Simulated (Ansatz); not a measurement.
Bond-angle distributions (per cent of the angles at each element, bins of 10°) of a relaxed model of amorphous Si27N40B4 at 2.89 g/cm³. Method: PBE, scalar-relativistic without spin-orbit coupling (plane waves to 420 eV, PAW; Ansatz, a program for electronic structure).

It comes from a melt-quench run on a machine-learned potential (CHGNet), relaxed afterwards by DFT. N atoms were pushed apart under 1.9 Å during the dynamics, to hinder bonds among them. The hot cell started wider than the set density and was brought back towards it in steps. It is the lowest in DFT energy of 2 quenches. It is a model cell: composition and starting density were chosen by hand, and all elements were melted together. No dispersion term was used. Its density started from a set value of 2.89 and ended at 2.89 g/cm³. The quench (nominally 450 K/ps over its main leg) was far faster than any real one, so the model tends to hold more defects than a real film. One small periodic cell is one sample of the glass; other quenches scatter about these values. The volume was held where the preparation left it and the shape relaxed, at a PBE pressure of 1.1 GPa. Stress components on the final sampling reach 1.1 GPa.

Neighbours within Si-Si 2.60 Å, Si-N 2.12 Å, Si-B 2.28 Å, N-N 1.70 Å, N-B 1.86 Å, B-B 1.97 Å count as bonded. Two cations that share two anions don't count as bonded, nor two that share one unless they lie closer than Si-Si 2.38 Å, Si-B 2.09 Å, B-B 1.80 Å.

```tsv
angle (°)	at Si	at N
50-60	0	0
60-70	0	0
70-80	1	0
80-90	8	10
90-100	16	7
100-110	27	11
110-120	30	31
120-130	14	22
130-140	2	10
140-150	2	6
150-160	0	2
160-170	1	0
170-180	0	0
```

They go with these counts of neighbours within the cut-offs, cation contacts included: Si mean 4.0, most often 4; N mean 3.0, most often 3.
